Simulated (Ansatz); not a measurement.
# Effective masses and thermopower of MgS (I4/mmm)

Input:

```
MgS
1.0
    0.00000     2.58684     2.61101
    2.58684     0.00000     2.61101
    2.58684     2.58684     0.00000
Mg S
1 1
Direct
  0.00000   0.00000   0.00000
  0.50000   0.50000   0.50000
```

These are PBEsol with spin-orbit coupling, rigid bands (plane waves, PAW; Ansatz, a first-principles code) values and carry that method's errors. Condition of this run: uniaxial stress zz = -1 GPa (compression positive) (the target of the relaxation). How the cell was made: cell and atoms relaxed with PBEsol, then loaded as said.

The band gap comes out as 2.65 eV. The electron conductivity mass (300 K, dilute) comes out as 0.38 (x), 0.38 (y), 0.31 (z) mₑ and the hole conductivity mass (300 K, dilute) is 1.21 (x), 1.21 (y), 1.11 (z) mₑ. The effective density of states N_c (300 K) comes out as 1.2e19 cm⁻³, the effective density of states N_v (300 K) comes out as 5.3e19 cm⁻³ and the density-of-states mass, electrons is 0.60 mₑ. The density-of-states mass, holes is 1.65 mₑ, the Seebeck coefficient, n-type 1e19 cm⁻³, 300 K is -248 μV/K and the best n-type power factor at 300 K for τ = 10 fs (best axis; densities from 1e16 to 1e21 cm⁻³ tried, whether or not they can be reached) is 7.1 μW/(cm·K²) at 1e20 cm⁻³. The Seebeck coefficient, p-type 1e19 cm⁻³, 300 K comes out as 425 μV/K.

Rigid bands; masses and Seebeck coefficients take one relaxation time τ for all states and one kind of carrier; polarons and phonon drag are left out.
